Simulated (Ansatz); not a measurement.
The reference is ZrO2 in the anatase structure (space group I4_1/amd, No. 141; a = 3.9989 Å, c = 10.6499 Å; a cell from a computed database, its experimental status unchecked).

One thing is altered: 0.426 electrons added to each cell, a density of 5.0×10^21 cm⁻³, with a uniform compensating background at fixed cell and a 300 K Fermi–Dirac width.

Calculations: PBEsol (Ansatz, an electronic-structure program; PAW; 420 eV plane waves; scalar-relativistic without spin-orbit coupling).

Base, band edges from the VBM (valence, conduction): M 0.00, 4.41; G -0.09, 5.30; R -0.09, 5.30; X -0.07, 5.33; Γ -0.27, 3.90; S₀ -0.24, 5.29; S -0.24, 5.29; N -0.26, 5.35; P -0.25, 5.38 eV.

Give the band edges at the high-symmetry points of the new zone, measured from its valence-band maximum.


| point | valence edge (eV) | conduction edge (eV) |
|---|---|---|
| Γ | -0.24 | 4.04 |
| X | -0.11 | 5.45 |
| P | -0.28 | 5.47 |
| N | -0.22 | 5.42 |
| M | 0.00 | 4.57 |
| S | -0.20 | 5.41 |
| S₀ | -0.20 | 5.41 |
| R | -0.12 | 5.41 |
| G | -0.12 | 5.41 |

The gap is 4.04 eV, indirect, M → Γ.

Carriers are added with a uniform compensating background; total energy and stress of such cells depend on the potential's zero and are not compared; many-body gap narrowing is missing at this level. Whether these cells are dynamically stable was not tested. This is not the structure that ZrO2 has at room temperature and ambient pressure.
